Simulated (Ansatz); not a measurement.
H interstitial in hcp Os

The numbers are results of PBE, PAW (plane waves to 420 eV; Ansatz, a first-principles code), not measurements. Details: 48-site cell; 4×4×4 shifted k-points; start: void with 4Os nearest; energies good to tenths of an eV; the relaxation kept the symmetry of the starting site; flagged in the runs: a host that isn't quite at rest in this cell.

Neighbours after relaxation, in Å: of the H atom: Os 1.75, Os 1.77, Os 1.77, Os 1.77, Os 2.68.

Formation energies E_f are those of the neutral cell. Chemical conditions: host crystal and elements as references (Δμ(H) = 0.00 eV; H taken from its element, since no compound that bounds it was computed at this level; only phases computed here count, gases as isolated molecules at 0 K). Reference phases: H: H2 molecule in a box.

The name describes the start; the neighbours show where the atoms ended.

```csv
charge,moment (μB),largest move off a lattice site (Å),"E_f, host crystal and elements as references (eV)"
0,not spin-polarised,0.10,1.32
```

Not the lowest form: the same atoms on another site or from another start ended lower, by 0.48 eV at charge 0.

Flagged in the runs: a host that isn't quite at rest in this cell.
